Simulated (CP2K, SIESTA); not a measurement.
A CP2K input for a self-consistent single point of SrNiF6 (R-3m, 8 atoms in the cell) (DFT PBEsol, GPW, DZVP-MOLOPT-SR-GTH basis, GTH-PBE potentials (GTH_POTENTIALS)):

```
&GLOBAL
  PROJECT srnif6
  RUN_TYPE ENERGY_FORCE
  PRINT_LEVEL MEDIUM
&END GLOBAL
&FORCE_EVAL
  METHOD Quickstep
  STRESS_TENSOR ANALYTICAL
  &DFT
    BASIS_SET_FILE_NAME BASIS_MOLOPT
    POTENTIAL_FILE_NAME GTH_POTENTIALS
    &QS
      METHOD GPW
      EPS_DEFAULT 1E-10
    &END QS
    &MGRID
      CUTOFF 600
      REL_CUTOFF 60
      NGRIDS 5
    &END MGRID
    &SCF
      SCF_GUESS ATOMIC
      EPS_SCF 1E-7
      MAX_SCF 100
      ADDED_MOS 12
      &DIAGONALIZATION
        ALGORITHM STANDARD
      &END DIAGONALIZATION
      &MIXING
        METHOD BROYDEN_MIXING
        ALPHA 0.4
        NBUFFER 8
      &END MIXING
    &END SCF
    &KPOINTS
      SCHEME MONKHORST-PACK 5 5 5
    &END KPOINTS
    &XC
      &XC_FUNCTIONAL
        &PBE
          PARAMETRIZATION PBESOL
        &END PBE
      &END XC_FUNCTIONAL
    &END XC
    &PRINT
      &MO
        EIGENVALUES T
        OCCUPATION_NUMBERS T
        NDIGITS 8
        FILENAME mo
        &EACH
          QS_SCF 0
        &END EACH
        ADD_LAST NUMERIC
      &END MO
      &MULLIKEN ON
      &END MULLIKEN
    &END PRINT
  &END DFT
  &SUBSYS
    &CELL
      A 4.66431700 0.00000000 0.00000000
      B -0.76497900 4.60115800 0.00000000
      C -0.76497900 -0.90266300 4.51174700
      PERIODIC XYZ
    &END CELL
    &COORD
      SCALED
      Sr       0.50000000     0.50000000     0.50000000
      Ni       0.00000000     0.00000000     0.00000000
      F        0.72210000     0.72210000     0.06795000
      F        0.27790000     0.27790000     0.93205000
      F        0.06795000     0.72210000     0.72210000
      F        0.93205000     0.27790000     0.27790000
      F        0.72210000     0.06795000     0.72210000
      F        0.27790000     0.93205000     0.27790000
    &END COORD
    &KIND Sr
      BASIS_SET DZVP-MOLOPT-SR-GTH
      POTENTIAL GTH-PBE-q10
    &END KIND
    &KIND Ni
      BASIS_SET DZVP-MOLOPT-SR-GTH
      POTENTIAL GTH-PBE-q18
    &END KIND
    &KIND F
      BASIS_SET DZVP-MOLOPT-SR-GTH
      POTENTIAL GTH-PBE-q7
    &END KIND
  &END SUBSYS
  &PRINT
    &FORCES ON
    &END FORCES
    &STRESS_TENSOR ON
    &END STRESS_TENSOR
  &END PRINT
&END FORCE_EVAL
```

Q: Give the SIESTA input for the same structure, mesh, smearing and functional.

A: One input that does it (others would too):

```
# files in the folder: Sr.psml Ni.psml F.psml (PseudoDojo PBEsol standard)
SystemName  SrNiF6
SystemLabel srnif6

NumberOfAtoms                8
NumberOfSpecies              3
%block ChemicalSpeciesLabel
  1 38 Sr
  2 28 Ni
  3 9 F
%endblock ChemicalSpeciesLabel
LatticeConstant              1.0 Ang
%block LatticeVectors
     3.558367000    2.054424000    2.207536000
    -3.558367000    2.054424000    2.207536000
     0.000000000   -4.108849000    2.207536000
%endblock LatticeVectors
AtomicCoordinatesFormat      Ang
%block AtomicCoordinatesAndAtomicSpecies
     0.000000000   -0.000000500    3.311304000  1
     0.000000000    0.000000000    0.000000000  2
     0.000000000    2.687802851    3.338125562  3
    -0.000000000   -2.687803851    3.284482438  3
    -2.327705773   -1.343902182    3.338125562  3
     2.327705773    1.343901182    3.284482438  3
     2.327705773   -1.343902182    3.338125562  3
    -2.327705773    1.343901182    3.284482438  3
%endblock AtomicCoordinatesAndAtomicSpecies

XC.functional                GGA
XC.authors                   PBEsol
PAO.BasisSize                DZP
PAO.EnergyShift              0.01 Ry
MeshCutoff                   300 Ry
%block kgrid.MonkhorstPack
    5   0   0  0.0
    0   5   0  0.0
    0   0   5  0.0
%endblock kgrid.MonkhorstPack
OccupationFunction           FD
ElectronicTemperature        10 K

MaxSCFIterations             150
SCF.Mixer.Method             Pulay
SCF.Mixer.Weight             0.1
SCF.Mixer.History            6
SCF.DM.Tolerance             1.0E-05
Diag.ParallelOverK           true
WriteForces                  true
```

Basis, cutoffs, solver keys and any potentials are the target program's own. This input uses DFT, GGA PBEsol, numerical atomic orbitals DZP, PseudoDojo PBEsol standard norm-conserving potentials (rewritten from UPF to PSML).

The starting cell comes from a database of computed structures (which also holds hypothetical and non-ambient phases and stackings), without a prior relaxation at this level. Its lattice was rescaled by a random factor within 2.5 % of one. For this run, on top of that: lattice scaled by 0.98.
